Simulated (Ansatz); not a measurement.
**What strain tensor (xx, yy, zz, yz, xz, xy) = (−1.16, +0.10, −1.36, +0.56, +1.10, +1.49) % does to ZrN**

Consider ZrN in the rock salt structure (space group Fm-3m, No. 225; a = 4.5522 Å). Axes: x, y, z lie along the cube axes.

Perturbation: strain tensor (xx, yy, zz, yz, xz, xy) = (−1.16, +0.10, −1.36, +0.56, +1.10, +1.49) %; the atoms relax in the strained cell.

Method: Kohn–Sham DFT with the PBEsol functional, run in Ansatz (a first-principles code) with PAW and 420 eV plane waves, no SOC. Γ-centred 18×18×18 mesh, Fermi–Dirac width 0.05 eV.

- Volume per atom = 11.50 Å³ (base 11.79 Å³)
- Space group = P-1 (No. 2) (base Fm-3m (No. 225))
- Shortest interatomic distance = 224.5 pm (base 227.6 pm)
- Energy relative to the base (free energy F) = +15 meV/atom
- Pressure (mean of the normal stresses, compression positive) = 7.1 GPa (base 0.0 GPa)
- Band gap = zero (base zero)
- Stress (xx, yy, zz, yz, xz, xy; compression positive) = (8.9, 2.5, 9.9, -1.5, -2.9, -3.8) GPa (rough)

Without a gap, meshes like the base's 18×18×18 leave anisotropic stresses uncertain by several tenths of a GPa, and small strain energies with them. Whether these cells are dynamically stable was not tested. The final runs are not spin-polarised. An odd electron count without spin: ZrN.
